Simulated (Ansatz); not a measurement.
System: cubic perovskite SrVO3. Method: r²SCAN (Ansatz, a first-principles code, PAW).

Numerical settings: plane-wave cutoff 500 eV, 10×10×10 k mesh, Fermi–Dirac smearing 0.05 eV, ferromagnetic start, spin-polarised with parallel moments, scalar-relativistic PAW data made under PBE.

Cell (relaxed at this level):

```
CELL_PARAMETERS angstrom
      0.00000     3.84065     3.84065
      3.84065     0.00000     3.84065
      3.84065     3.84065     0.00000
ATOMIC_POSITIONS crystal
  Sr 0.00000 0.00000 0.00000
  Sr 0.50000 0.50000 0.50000
  V  0.25000 0.25000 0.25000
  V  0.75000 0.75000 0.75000
  O  0.00000 0.00000 0.50000
  O  0.50000 0.50000 0.00000
  O  0.50000 0.00000 0.00000
  O  0.00000 0.50000 0.50000
  O  0.00000 0.50000 0.00000
  O  0.50000 0.00000 0.50000
```

Task: Predict the magnetic moment (largest site, within a sphere).

Result: 
magnetic moment (largest site, within a sphere): 0.82 μB

Note: the collinear magnetic order is the start's and need not be the measured one.

Moments are spin moments.

Static lattice: no zero-point or thermal effects.

The result took around 6 core-minutes (rough).
